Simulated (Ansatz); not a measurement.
Effect of tensor shear ε_xy = +2.00 % on KCl

Base system: KCl in the rock salt structure (space group Fm-3m, No. 225; a = 6.2427 Å). Axes: x, y, z lie along the cube axes.

Now apply this change: a pure shear with ε_xy = ε_yx = 0.0200, atoms relaxed at fixed cell.

All numbers come from Ansatz (an electronic-structure program) PBEsol, no SOC. Γ-centred 9×9×9 mesh, Fermi–Dirac width 0.05 eV.

The volume per atom stays essentially unchanged (30.41 Å³ against 30.40 Å³) and the space group changes from Fm-3m (No. 225) to Immm (No. 71). The shortest interatomic distance stays 3.121 Å and the energy rises by 1.0 meV/atom. The pressure (mean of the normal stresses, compression positive) hardly moves (0.1 kbar against 0.0 kbar) and the band gap shrinks by 0.045 eV to 5.06 eV. The gap character stays direct at Γ and the electron mass remains 0.43 mₑ (at Γ). The valence-band top at Γ (three highest levels, from the VBM) becomes 0.00, -0.04, -0.08 eV (base: 0.00, 0.00, 0.00 eV) and the valley order (the lowest conduction-band minima on the path, energy above the VBM, named in the base's zone) changes from Γ 5.10 eV; X along ⟨100⟩ 6.37 eV to Γ 5.06 eV; X along [001] 6.33 eV; X along [100] 6.33 eV. The stress (xx, yy, zz, yz, xz, xy; compression positive) is (0.01, 0.01, 0.00, 0.00, 0.00, -0.26) GPa.

Final structure:

```xyz
2
Lattice="0.0624 3.1214 3.1214 3.1214 0.0624 3.1214 3.1838 3.1838 0.0000" Properties=species:S:1:pos:R:3 pbc="T T T"
K      0.0000     0.0000     0.0000
Cl     3.1838     3.1838     3.1214
```

The cells carry an imposed strain or load. Effective masses come from finite differences of ±0.01 Å⁻¹. Stability against distortions was not tested. k-point labels follow each cell's own Brillouin zone.
